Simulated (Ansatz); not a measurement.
The reference is SnO (space group P4/nmm, No. 129; a = 3.837 Å, c = 4.759 Å; layered, stacked along the Cartesian z axis). Axes: x, y, z lie along a, b, c of the conventional cell.

Method: Kohn–Sham DFT with the PBE-D3(BJ) functional, run in Ansatz (a program for electronic structure) with PAW and 420 eV plane waves, no spin-orbit coupling.

For the base:

Gap character: absent
Pressure: 0.0 GPa
Band gap: zero
Shortest interatomic distance: 2.241 Å

Perturbation: tensile biaxial strain of 2.40 % in the plane normal to [001], as in epitaxy on a mismatched substrate; the out-of-plane cell vector and the atoms relax.

**Question.** What happens to the gap character, pressure, band gap and shortest interatomic distance?

**Answer.** The gap character changes from absent to indirect, M–Γ (80 % along) → M; the pressure (mean of the normal stresses, compression positive) goes from zero to -2.4 GPa; the band gap becomes 0.36 eV (base: zero); the shortest interatomic distance increases by 0.023 Å, from 2.241 Å to 2.264 Å.

Stability against distortions was not tested. The final runs are not spin-polarised. A zero or small gap of SnO can be the functional's error rather than a property of the material.
